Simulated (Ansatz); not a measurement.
Band structure of NaCu3O4 (Cm, 8 atoms in the cell).

```xyz
8
Lattice="5.3681 -2.7029 0.0000 5.3681 2.7029 0.0000 -0.0042 0.0000 3.4798" Properties=species:S:1:pos:R:3 pbc="T T T"
Na     0.0706     0.0000     1.7562
Cu     8.1721     0.0000     0.0042
Cu     2.6305     0.0000     0.0303
Cu     5.3916     0.0000     3.4490
O      4.0003     1.3116     0.0291
O      4.0003    -1.3116     0.0291
O      6.7970     1.3073     3.4708
O      6.7970    -1.3073     3.4708
```

Computed with LDA (PW92), PAW files made with PBE (plane waves; Ansatz, a quantum-chemistry and plane-wave program).

Settings: kpoints.mp_grid.grid = 4 4 6; hamiltonian.xc = lda; hamiltonian.pseudopotentials = {kind: paw} (the program's default PAW files); scf.occupations.method = gaussian; scf.occupations.width = 0.136 eV; kpoints.band_path.npoints = 8.

The starting cell comes from a database of computed structures (which also holds hypothetical and non-ambient phases and stackings), without a prior relaxation at this level. Its lattice was rescaled by a random factor within 2.5 % of one. Spin polarisation is off, so a magnetic state, if there is one, cannot be reached. The run gives no clean gap (levels at the Fermi energy touch, overlap or are partly filled at this smearing), which alone does not show that the compound is a metal.

Levels in eV from the Fermi level, bands 42 to 49:
```json
[
 {"point": "Γ", "42": "-0.84", "43": "-0.68", "44": "-0.31", "45": "-0.07", "46": "0.26", "47": "1.81", "48": "2.48", "49": "7.02"},
 {"point": "Y", "42": "-1.25", "43": "-1.04", "44": "-0.68", "45": "-0.28", "46": "1.00", "47": "1.91", "48": "4.65", "49": "4.99"},
 {"point": "F", "42": "-1.12", "43": "-0.94", "44": "-0.40", "45": "-0.26", "46": "0.88", "47": "1.71", "48": "3.59", "49": "5.66"},
 {"point": "L", "42": "-1.25", "43": "-1.14", "44": "-0.68", "45": "-0.33", "46": "1.01", "47": "1.91", "48": "4.17", "49": "5.13"},
 {"point": "I", "42": "-1.21", "43": "-0.92", "44": "-0.82", "45": "-0.37", "46": "0.16", "47": "1.15", "48": "4.74", "49": "5.22"}
]
```

No band crosses the Fermi level by more than 0.03 eV along this path.

Keys are those of Ansatz 0.2.
